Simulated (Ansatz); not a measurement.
monolayer SnSe under biaxial strain: band gap by PBE, rigid bands (plane waves, PAW, scalar-relativistic; Ansatz, a quantum-chemistry and plane-wave program). The unloaded cell, whose axes the loads refer to:

```xyz
4
Lattice="4.2923 0.0000 0.0000 0.0000 4.3926 0.0000 0.0000 0.0000 19.0225" Properties=species:S:1:pos:R:3 pbc="T T T"
Sn     3.2193     4.0035    10.8834
Sn     1.0731     1.8072     8.1391
Se     1.0731     2.0346    10.8540
Se     3.2193    -0.1617     8.1685
```

| biaxial strain (%) | band gap (eV) |
|---|---|
| -2 | 0.61 |
| -1 | 0.77 |
| 0 | 0.93 |
| 1 | 1.03 |
| 2 | 1.11 |
| 3 | 1.19 |
| 5 | ? |

**Question.** Fit a straight line to band gap against the load over the rows given, and predict the row at 5 %.

**Answer.** The means are x̄ = 0.500 % and ȳ = 0.9400; Σ(x − x̄)(y − ȳ) = 2.010 and Σ(x − x̄)² = 17.50, so the slope is 115 meV per % of strain, and the rows given lie within 47 meV of the line. At 5 % the line gives 1.46 eV; the calculation gives 1.33 eV, 9.5 % from it, so the trend bends or changes character over this range.

Spin-orbit coupling is left out. Gaps are resolved to about 0.01 eV. The structure type is held at every load. Geometry: cell and atoms relaxed with PBE.
